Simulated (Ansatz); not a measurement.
# Carrier properties of SiS2 (P2_1/c)

Consider the following.

```
CELL_PARAMETERS angstrom
      5.93446     0.00000    -0.03559
      0.00000     7.60282     0.00000
     -1.35244     0.00000     5.57281
ATOMIC_POSITIONS crystal
  Si 0.12820 0.36517 0.62722
  Si 0.87180 0.63483 0.37278
  Si 0.87180 0.86517 0.87278
  Si 0.12820 0.13483 0.12722
  S  0.23836 0.61149 0.51237
  S  0.76164 0.38851 0.48763
  S  0.76164 0.11149 0.98763
  S  0.23836 0.88851 0.01237
  S  0.26373 0.13238 0.50724
  S  0.73627 0.86762 0.49276
  S  0.73627 0.63238 0.99276
  S  0.26373 0.36762 0.00724
```

Computed with PBEsol+D3BJ, rigid bands (plane waves, PAW, scalar-relativistic; Ansatz, a quantum-chemistry and plane-wave program). How the cell was made: cell and atoms relaxed with PBEsol+d3bj.

```
Item                                                                   Result
--------------------------------------------  -------------------------------
band gap                                                              2.52 eV
electron conductivity mass (300 K, dilute)    0.49 (x), 0.73 (y), 0.37 (z) mₑ
hole conductivity mass (300 K, dilute)         2.5 (x), 1.16 (y), 1.68 (z) mₑ
effective density of states N_c (300 K)                           9.6e18 cm⁻³
effective density of states N_v (300 K)                           2.2e20 cm⁻³
density-of-states mass, electrons                                     0.53 mₑ
density-of-states mass, holes                                          4.3 mₑ
Seebeck coefficient, n-type 1e19 cm⁻³, 300 K                        -217 μV/K
Seebeck coefficient, p-type 1e19 cm⁻³, 300 K                         484 μV/K
```

Rigid bands; masses and Seebeck coefficients take one relaxation time τ for all states and one kind of carrier; polarons and phonon drag are left out. Spin-orbit coupling is left out; where it splits the top of the valence band, N_v and the p-type Seebeck coefficient come out somewhat high without it. Geometry: cell and atoms relaxed with PBEsol+D3(BJ).

Computed structure with no diffraction record at hand here (it may be known, metastable or hypothetical): SiS2 (P2_1/c). PBEsol with a dispersion correction tends to overbind, so the cell can be several per cent short, in bad cases over ten, which usually narrows a gap: SiS2 (P2_1/c).
